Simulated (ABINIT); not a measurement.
## Convergence series on RbPdCl₃ (Pm-3m, 5 atoms in the cell)

```yaml
crystal:
  lattice:
    - [4.93184, 0.00000, 0.00000]
    - [0.00000, 4.93184, 0.00000]
    - [0.00000, 0.00000, 4.93184]
  atoms:
    - { symbol: Rb, position: [0.00000, 0.00000, 0.00000] }
    - { symbol: Pd, position: [0.50000, 0.50000, 0.50000] }
    - { symbol: Cl, position: [0.00000, 0.50000, 0.50000] }
    - { symbol: Cl, position: [0.50000, 0.00000, 0.50000] }
    - { symbol: Cl, position: [0.50000, 0.50000, 0.00000] }
```

Method: PBEsol, PAW (JTH v2.0 PBE PAW, files made for PBE) (plane waves; ABINIT).

The starting cell comes from a database of computed structures (which also holds hypothetical and non-ambient phases and stackings), without a prior relaxation at this level. Its lattice was rescaled by a random factor within 2.5 % of one. Spin polarisation is off. The potentials were made for another functional than the one used.

Held fixed: pseudos = [Rb.GGA_PBE-JTH.xml, Pd.GGA_PBE-JTH.xml, Cl.GGA_PBE-JTH.xml]; ecut = 26 Ha; pawecutdg = 52 Ha; pawxcdev = 0; ixc = -116133; occopt = 3; tsmear = 0.00499791 Ha; nshiftk = 1; shiftk = 0.5 0.5 0.5; potentials = JTH v2.0 PBE PAW; nband = 31; kptopt = 1; nstep = 100; toldfe = 1e-09 Ha.

ΔF is the free energy per atom less that of the last row (6 6 6).

The series runs over ngkpt = 1 1 1; 2 2 2; 3 3 3; 4 4 4; 5 5 5; 6 6 6.

**Question.** From which setting on does the pressure stay within 0.5 GPa of the last one?

**Answer.** From ngkpt = 4 4 4 on; the one before it is off by 0.65 GPa. The value it settles on is -1.2 GPa at this level of theory and with the other settings as held.

**Question.** From which setting on does the energy stay within 10 meV/atom of the last one?

**Answer.** From ngkpt = 4 4 4 on; the one before it is off by 58 meV/atom.

| ngkpt | ΔF (meV/atom) | pressure (GPa) | k-points | plane waves |
|---|---|---|---|---|
| 1 1 1 | 822.3 | 15.02 | 1 | 2520 |
| 2 2 2 | 214.3 | 1.19 | 1 | 5136 |
| 3 3 3 | 58.1 | -0.57 | 4 | 5152 |
| 4 4 4 | 1.57 | -1.28 | 4 | 5131 |
| 5 5 5 | -8.4 | -1.35 | 10 | 5136 |
| 6 6 6 | 0.00 | -1.22 | 10 | 5136 |
